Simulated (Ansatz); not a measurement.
A15 Mo3Si, treated with rVV10 in Ansatz (plane waves, PAW).

The input as run:

Ansatz 0.2 input:
```yaml
crystal:
  lattice:
    - [4.9355119331, 0.0, 0.0]
    - [0.0, 4.9355119331, 0.0]
    - [0.0, 0.0, 4.9355119331]
  atoms:
    - { symbol: Si, position: [0.5, 0.5, 0.5] }
    - { symbol: Si, position: [0.0, 0.0, 0.0] }
    - { symbol: Mo, position: [0.25, 0.0, 0.5] }
    - { symbol: Mo, position: [0.5, 0.25, 0.0] }
    - { symbol: Mo, position: [0.5, 0.75, 0.0] }
    - { symbol: Mo, position: [0.75, 0.0, 0.5] }
    - { symbol: Mo, position: [0.0, 0.5, 0.75] }
    - { symbol: Mo, position: [0.0, 0.5, 0.25] }
basis:
  ecutwfc: 520
  ecutrho_ratio: 4
  xc_grid: 2
kpoints:
  mp_grid: { grid: [12, 12, 12] }
hamiltonian:
  xc: { exchange: rpw86, correlation: pbe }
  dispersion: rvv10
  pseudopotentials: { kind: paw }
scf:
  occupations: { method: fermi_dirac, width: 0.05 }
  convergence: { dr2_threshold: 0.0000000008 }
output:
  forces: true
  stress: true
  eigenvalues: true
```

Output (set-up and result lines):

```
Crystal: 8 atoms, lattice volume = 120.226 Å³
Basis set: ecut = 520 eV, 3239 PW (Γ), exchange–correlation on 80×80×80 points (8 copies of the dense FFT grid, shifted against one another)
Bands: 56, of which v1, the nominal top of the filled ones, is band 46 counted from 1 (45 counted from 0)
Symmetry: 48 space group operations
Space group: Pm-3n (ITA 223), of the structure as read, at distance tolerance 4.9e-5 Å
k-points: 84 of 1728
Functional: x = rpw86, c = pbe(β = 0.06672455060314922) + rvv10(b = 6.3, C = 0.0093)
SCF iter   1: F=—  HF=-31254.580625 eV  |F-HF|=—  |Δ(HF+E_count)|=         —  Δρ=6.31e-3  dr2=5.61e-2
SCF iter   2: F=—  HF=-31254.573704 eV  |F-HF|=—  |Δ(HF+E_count)|=   6.92e-3  Δρ=3.41e-3  dr2=1.67e-2
  ...
SCF iter   6: F=—  HF=-31254.570632 eV  |F-HF|=—  |Δ(HF+E_count)|=   1.89e-7  Δρ=3.08e-6  dr2=1.12e-8
SCF iter   7: F=-31254.570632 eV  HF=-31254.570632 eV  |F-HF|=6.18e-11  |Δ(HF+E_count)|=   1.09e-9  Δρ=4.47e-7  dr2=1.62e-10
SCF 1 converged in 7 iterations: F = -31254.570632 eV  dr2 = 1.62e-10
SCF converged after 7 iterations
Free energy (F): -31254.570632 eV
Internal energy: -31254.538097 eV  (E = F + TS)
E sigma→0 (E₀):  -31254.554364 eV
Fermi energy:    19.249719 eV
--- Forces (eV/Å), atoms counted from 1 ---
  atom   1  Si    -0.00000000    -0.00000000     0.00000000
  atom   2  Si    -0.00000000     0.00000000     0.00000000
  atom   3  Mo    -0.00000000     0.00000000     0.00000000
  atom   4  Mo     0.00000000     0.00000000     0.00000000
  atom   5  Mo    -0.00000000    -0.00000000     0.00000000
  atom   6  Mo     0.00000000    -0.00000000     0.00000000
  atom   7  Mo    -0.00000000    -0.00000000    -0.00000000
  atom   8  Mo    -0.00000000     0.00000000     0.00000000
--- Stress (GPa, compression-positive) ---
       -0.000288       0.000000      -0.000000
        0.000000      -0.000288      -0.000000
        0.000000      -0.000000      -0.000288
  P = ⅓ Tr σ = -0.0003 GPa (-0.003 kbar)
```

The PAW data were made under PBE.

Computing time: about 26 core-seconds (a rough figure).

Ansatz is a first-principles code.
